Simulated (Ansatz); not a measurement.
Base system: SrSnSe3 in the cubic perovskite structure (space group Pm-3m, No. 221; a = 5.323 Å; a hypothetical phase, not in the database extracts checked).

Calculations: Kohn–Sham DFT with the PBE functional, run in Ansatz (a program for electronic structure) with PAW and 420 eV plane waves, no spin-orbit coupling.

For the base:

* **Pressure**: 0.0 GPa

The change: the cell is scaled by 0.9633 in all directions; the atoms relax in the strained cell.

Problem. What does the calculation give for the pressure after the change?

Solution. The pressure goes from zero to 6.4 GPa.

Problem. What does the calculation give for the energy relative to the base after the change?

Solution. The energy grows by 58 meV/atom.

No phonon test of stability was made. All final runs are without spin polarisation. Many cubic perovskites are stable only at high temperature; tilts and polar distortions were not tested.
